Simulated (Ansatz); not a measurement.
Base system: SrTiO3 in the cubic perovskite structure (space group Pm-3m, No. 221; a = 3.936 Å).

Level of theory: PBE (Ansatz, an electronic-structure program), spin-orbit coupling left out, earlier PAW set.

One change was made to it. Results:

| quantity | base | after |
|---|---|---|
| smallest direct gap | 2.20 eV | 2.26 eV |
| volume per atom | 12.20 Å³ | 11.58 Å³ |

Problem. Name the change that was made.
(A) pressure 10 GPa
(B) pressure 5 GPa
(C) pressure −1 GPa

Solution. A, pressure 10 GPa. For comparison, the volume per atom in the other runs: pressure 5 GPa gives 11.87 Å³; pressure −1 GPa gives 12.27 Å³.

Load acts through the strain it causes; cell and atoms are relaxed under it. Whether these cells are dynamically stable was not tested. No other phases were tried under pressure. All final runs are without spin polarisation. Many cubic perovskites are stable only at high temperature; tilts and polar distortions were not tested.
